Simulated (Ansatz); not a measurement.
Take BaTiO₃ in the cubic perovskite structure (space group Pm-3m, No. 221; a = 3.9699 Å) as the base. Axes: x, y, z lie along the cube axes.

Method: PBEsol/PAW in Ansatz (an electronic-structure program), scalar-relativistic without spin-orbit coupling.

Before the change:

| Property | Result |
|---|---|
| Smallest direct gap | 1.89 eV |
| Volume per atom | 12.51 Å³ |

It is then changed as follows: compressive biaxial strain of 0.50 % in the plane normal to [111], as in epitaxy on a mismatched substrate; the out-of-plane cell vector and the atoms relax.

### Question
Predict the new in-plane stress, smallest direct gap, energy relative to the base and volume per atom.

### Answer
The mean in-plane stress (compression positive) is +2.0 GPa; the smallest direct gap drops by 0.02 eV to 1.87 eV; the energy rises by 0.7 meV/atom; the volume per atom falls by 0.09 Å³ to 12.42 Å³.

Whether these cells are dynamically stable was not tested. All final runs are without spin polarisation. Many cubic perovskites are stable only at high temperature; tilts and polar distortions were not tested. This is not the structure that BaTiO3 has at room temperature and ambient pressure.
